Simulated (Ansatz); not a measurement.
A hypothetical phase is included: elements placed on a structure type, which no database files for this compound.

By PBEsol, the system below comes out a metal.

A figure of merit of an interconnect metal is its ballistic conductance per area.

Input:

```
Mg
1.0
    3.02548     0.00000     0.00000
    0.00000     8.69215     0.00000
    0.00000     4.34607     2.50921
Mg
3
Cartesian
  0.00000   0.00000   0.00000
  1.51274   5.79477   0.00000
  1.51274   2.89738   0.00000
```

The cell was relaxed by PBE-D3(BJ); by PBEsol it stands under a pressure of 1.4 GPa.

The current flows along the normal of the first two printed cell vectors, the (110) plane of the conventional cell. No spin-orbit coupling; the value is a mean over 0.1 eV about the Fermi level.

Q: Predict the ballistic conductance per area from PBEsol in Ansatz (an electronic-structure program).

A: 0.86 × 10¹⁵ S/m² for both spins.
